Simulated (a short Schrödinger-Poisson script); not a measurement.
Stack: MOS inversion layer, Si3N4 on p-type Si(100), at 300 K.

From the gate side: 2.9 nm Si3N4; 230 nm Si, acceptors 3.4e18 cm⁻³.

Constants are typed, rounded textbook-type inputs, not results; the design itself was drawn at random and stands for no fabricated device. Si3N4: permittivity 7.5, conduction-band edge (eV) 1.95, gap (eV) 5.1, electron mass (mₑ) 0.5. Si: permittivity 11.7, conduction-band edge (eV) 0, gap (eV) 1.124, Nv at 300 K (cm⁻³) 3.1e19.

Channel valleys (confinement mass, in-plane density-of-states mass, number): Δ2 0.916, 0.19, 2; Δ4 0.19, 0.417, 4. At the gate the conduction-band edge of layer 1 lies 2.3 eV − eVg above the Fermi level of the channel; the field vanishes at the back. Gaps are held at their typed values at every temperature. Mesh 0.03 nm at interfaces.

From a short Schrödinger-Poisson script (our own, NumPy): 1D Poisson equation in equilibrium, electrons quantum, Hartree (BenDaniel-Duke, 12 states a valley, the channel's in-plane mass for all, wave functions ending at the dielectric), parabolic valleys, classical holes, full ionisation, no traps, pinning or gate leakage.

```
Vg (V)  electrons (cm⁻²)  C (μF/cm²)  Δ2 E0 (meV from the Fermi level)  Δ4 E0 (meV from the Fermi level)
------  ----------------  ----------  --------------------------------  --------------------------------
0.8               2.42e9       0.436                             193.8                             308.9
0.85             1.04e10       0.458                             155.9                             272.8
0.9              4.24e10       0.557                             119.4                             237.9
0.95             1.45e11       0.805                              87.2                             207.4
1                3.67e11        1.11                              62.5                             184.3
1.05             7.00e11        1.34                              44.8                             168.2
1.1              1.11e12        1.48                              31.7                             156.8
1.15             1.56e12        1.57                              21.4                             148.1
1.2              2.04e12        1.63                              12.9                             141.2
1.25             2.54e12        1.68                               5.5                             135.4
1.3              3.05e12        1.71                              -0.9                             130.5
1.35             3.58e12        1.73                              -6.8                             126.2
1.4              4.11e12        1.75                             -12.2                             122.3
1.45             4.65e12        1.77                             -17.3                             118.8
1.5              5.20e12        1.78                             -22.0                             115.5
```

Gate voltages with under 1e9 electrons/cm² are left out.

**Question.** At Vg = 1.5 V the lowest Δ2 subband lies at -22.0 meV from the Fermi level. How many electrons does it hold, and what share of all?

**Answer.** The two-dimensional density of states is g m/(πħ²) = 1.59e11 cm⁻² meV⁻¹ (both spins), kT = 25.9 meV, so n = D kT ln(1 + exp(−E/kT)) = 4.96e12 cm⁻², 0.95 of the 5.20e12 cm⁻² in all.

**Question.** Compare the slope of the sheet density between 1.4 and 1.5 V with the geometric capacitance of the layers between gate and channel.

**Answer.** q Δn/ΔV = 1.75 μF/cm²; ε0/Σ(t/ε) = 2.29 μF/cm². The ratio is 0.76: the channel acts as a further capacitance in series.
